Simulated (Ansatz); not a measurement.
# In₂Bi (space group P6_3/mmc, No. 194)

```cif
data_Bi2In4
_chemical_formula_sum 'In4 Bi2'
_space_group_name_H-M_alt 'P63/mmc'
_space_group_IT_number 194
_space_group_name_Hall '-P 6c 2c'
_cell_length_a 5.45179
_cell_length_b 5.45179
_cell_length_c 6.48662
_cell_angle_alpha 90.000
_cell_angle_beta 90.000
_cell_angle_gamma 120.000
loop_
_atom_site_label
_atom_site_type_symbol
_atom_site_symmetry_multiplicity
_atom_site_Wyckoff_symbol
_atom_site_fract_x
_atom_site_fract_y
_atom_site_fract_z
_atom_site_occupancy
In1 In 2 a 0.00000 0.00000 0.00000 1
In2 In 2 d 0.66667 0.33333 0.25000 1
Bi1 Bi 2 c 0.33333 0.66667 0.25000 1
```

Level of theory: plane-wave PAW DFT at the PBEsol level (Ansatz, a first-principles code, 420 eV), no SOC. Γ-centred 10×10×7 mesh, Fermi–Dirac width 0.05 eV.

```json
{
 "volume_per_atom": "27.83 Å³",
 "density": "8.72 g/cm³",
 "band_gap": "zero",
 "total_energy": "-7764.278 eV/atom (σ→0; compares only within this code and set-up)"
}
```

Stability against distortions was not tested.
